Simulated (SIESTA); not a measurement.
A relaxation of cell and atoms of MgSiSb2 (I-42d, 8 atoms in the cell) with SIESTA.

Level of theory: GGA PBEsol, numerical atomic orbitals DZP, PseudoDojo PBEsol standard norm-conserving potentials (rewritten from UPF to PSML) in SIESTA 5.4.2.

```
MgSiSb2
1.0
   -3.22220     3.22220     5.97161
    3.22220    -3.22220     5.97161
    3.22220     3.22220    -5.97161
Mg Si Sb
2 2 4
Direct
  0.00000   0.00000   0.00000
  0.75000   0.25000   0.50000
  0.50000   0.50000   0.00000
  0.25000   0.75000   0.50000
  0.87500   0.40492   0.02992
  0.59508   0.62500   0.47008
  0.37500   0.84508   0.97008
  0.15492   0.12500   0.52992
```

Reference input (self-consistent single point, DFT, GGA PBEsol, numerical atomic orbitals DZP, PseudoDojo PBEsol standard norm-conserving potentials (rewritten from UPF to PSML)): XC.functional = GGA; XC.authors = PBEsol; potentials = PseudoDojo PBEsol standard; PAO.BasisSize = DZP; PAO.EnergyShift = 0.01 Ry; MeshCutoff = 350 Ry; kgrid.MonkhorstPack = 3 3 3; OccupationFunction = FD; ElectronicTemperature = 10 K; MaxSCFIterations = 150; SCF.Mixer.Method = Pulay; SCF.Mixer.Weight = 0.1. This run's input differs from it in these lines:

```diff
@@ -48,2 +48,7 @@
 Diag.ParallelOverK           true
+MD.TypeOfRun                 CG
+MD.Steps                     40
+MD.MaxForceTol               0.02 eV/Ang
+MD.VariableCell              true
+MD.MaxStressTol              0.05 GPa
 WriteForces                  true
```

Output, abridged:

```
        iscf     Eharris(eV)        E_KS(eV)     FreeEng(eV)     dDmax    Ef(eV) dHmax(eV)
   scf:    1   -13332.380457   -13329.807009   -13329.807009  1.487591 -3.804163  5.029953
   scf:    2   -13330.055378   -13329.935386   -13329.935386  0.010452 -2.931267  4.305962
   scf:    3   -13330.265906   -13330.163523   -13330.163523  0.042925 -3.084679  1.007087
   scf:    4   -13330.243973   -13330.215608   -13330.215608  0.026983 -3.651105  0.022390
   scf:    5   -13330.215715   -13330.215664   -13330.215664  0.000454 -3.642080  0.018458
   scf:    6   -13330.215906   -13330.215795   -13330.215795  0.001649 -3.648557  0.003350
   scf:    7   -13330.215796   -13330.215796   -13330.215796  0.000160 -3.649413  0.002034
   scf:    8   -13330.215796   -13330.215796   -13330.215796  0.000072 -3.648487  0.001270
   scf:    9   -13330.215797   -13330.215797   -13330.215797  0.000043 -3.648997  0.000297
SCF Convergence by DM+H criterion
max |DM_out - DM_in|         :     0.0000428240
max |H_out - H_in|      (eV) :     0.0002970401
SCF cycle converged after 9 iterations

Using DM_out to compute the final energy and forces

siesta: E_KS(eV) =           -13330.2158

siesta: E_KS - E_eggbox =    -13330.2158

siesta: Atomic forces (eV/Ang):
     1    0.000064    0.000110   -0.000078
     2    0.000110    0.000064   -0.000078
     3    0.000292    0.000188   -0.000128
     4    0.000188    0.000292   -0.000128
     5    0.214745   -0.000420    0.000061
     6   -0.000579   -0.214879    0.000205
     7   -0.214879   -0.000579    0.000205
     8   -0.000420    0.214745    0.000061
   Tot   -0.000478   -0.000478    0.000121
   Max    0.214879
   Res    0.087697    sqrt( Sum f_i^2 / 3N )
   Max    0.214879    constrained

   [... lines left out ...]
siesta: Pressure (static):        -14.55603893  kBar
siesta: Pressure (total):        -14.55603893  kBar
No target stress found, assuming hydrostatic MD.TargetPressure.
Target stress (kBar)
outcell: Cell volume (Ang**3)        :    240.2195
        iscf     Eharris(eV)        E_KS(eV)     FreeEng(eV)     dDmax    Ef(eV) dHmax(eV)
siesta: Pressure (static):          0.10301636  kBar
siesta: Pressure (total):          0.10301636  kBar
outcell: Cell volume (Ang**3)        :    240.2195
siesta: FreeEng =    -13330.302724
   [... lines left out ...]

              0.067   0.044

mulliken: Qtot =       88.000

Mulliken Atomic Populations:
Atom #   charge [q] valence [e]  Species
     1     0.177610    9.822390  Mg
     2     0.177610    9.822390  Mg
     3     0.007806    3.992194  Si
     4     0.007806    3.992194  Si
     5    -0.092433   15.092433  Sb
     6    -0.092983   15.092983  Sb
     7    -0.092983   15.092983  Sb
     8    -0.092433   15.092433  Sb
 Total     0.000000
```

The run converged. 

Summary of the result:
```
Property                                                                                                               Result
------------------------------------------------  ---------------------------------------------------------------------------
Free energy E − TS                                                                                             -13330.3027 eV
Top of the valence band (on the code's own zero)                                                                     -3.79 eV
Gap on the k-point mesh                                                                                               0.80 eV
Pressure                                                                                                             0.01 GPa
Largest force (vector length)                                                                                      0.020 eV/Å
Final cell                                        a = 7.358 Å, b = 7.358 Å, c = 7.366 Å, α = 128.03°, β = 128.03°, γ = 76.65°
Final volume per atom                                                                                                30.03 Å³
Relaxation steps                                                                                                           19
```

The starting cell comes from a database of computed structures (which also holds hypothetical and non-ambient phases and stackings), without a prior relaxation at this level. Spin-orbit coupling is off. Values carry the incompleteness of an atom-centred basis.

Cost on one core of a shared machine: roughly 8 min.
